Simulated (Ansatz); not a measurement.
Fluorite HfO2 (high-temperature phase) was calculated with r²SCAN0 (Ansatz, a program for electronic structure, PAW).

Numerical settings: plane-wave cutoff 600 eV, 8×8×8 k mesh, scalar-relativistic PAW data made under PBE.

Computed at the level's own relaxed cell.

**Question.** Predict the polycrystal shear modulus (Hill average), elastic constant C44, Young modulus, Voigt–Reuss–Hill bulk modulus, elastic constant C11 and elastic constant C12.

**Answer.** 
* **polycrystal shear modulus (Hill average)**: 134 GPa
* **elastic constant C44**: 83.6 GPa
* **Young modulus**: 348 GPa
* **Voigt–Reuss–Hill bulk modulus**: 286 GPa
* **elastic constant C11**: 632 GPa
* **elastic constant C12**: 113 GPa

Note: symmetry holds this phase in the static calculation, where it need not be a minimum; held by symmetry at 0 K, a high-temperature phase can be a saddle point.

Elastic constants are with the ions relaxed.

Spin–orbit coupling is not included.
